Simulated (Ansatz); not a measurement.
# ZnS: band gap against strain

ZnS (wurtzite, P6_3mc, 19.226 Å³/atom at rest, c along z) under an equal strain ε along all three axes. PBEsol in Ansatz, a plane-wave DFT program (PAW, default set), 420 eV, 10×10×6 Γ-centred mesh, Fermi-Dirac smearing 0.05 eV; ions are relaxed within the symmetry of each cell. Gaps are the smallest over the k-mesh and a band path, without spin-orbit coupling; in all rows the valence edge lies at Γ and the conduction edge at Γ.

Here s stands for strain and Eg for gap.

```csv
strain (%),gap (eV)
0.00,2.155
0.60,2.075
1.20,1.998
1.80,1.921
3.00,?
```

Q: Fit Eg against s with a straight line, and predict the withheld value at s = 3.00.

A: Means: s 0.90000, Eg 2.0373. About the means, the sum of products is -0.23370 and the sum of squares of s is 1.8000; the slope is their ratio. Least squares gives Eg = 2.1541 - 0.12983·s. Residuals (row less fit): 0.0009, -0.0012, -0.0003, 0.0006; standard error 0.0012 (degrees of freedom: 2). Over these rows the gap moves by -13 ± 0.09 eV per unit strain, or -4.3 eV per unit of ln V. At the withheld row, Eg = 2.1541 - 0.12983 × 3.0 = 1.7646 eV. The calculation gives 1.772 eV, 0.0074 eV above the prediction (1.9 % of the range of Eg in the table). The row lies outside the fitted rows, so this is an extrapolation. From the scatter of the fitted rows alone, a prediction at this place has a standard error of 0.0022 eV, so the miss is 3.4 times that.

One order more, fitted to all 6 runs of the series, follows each within 0.001, so the miss is the next term of a smooth law. ZnS is here the high-temperature form. Rows are the converged runs of the series near zero and its far end; series whose fitted rows scatter by over a few per cent of the range, as at a crossing or softening among them, aren't shown in this form. Most that stay on the fit to the last digits aren't either.
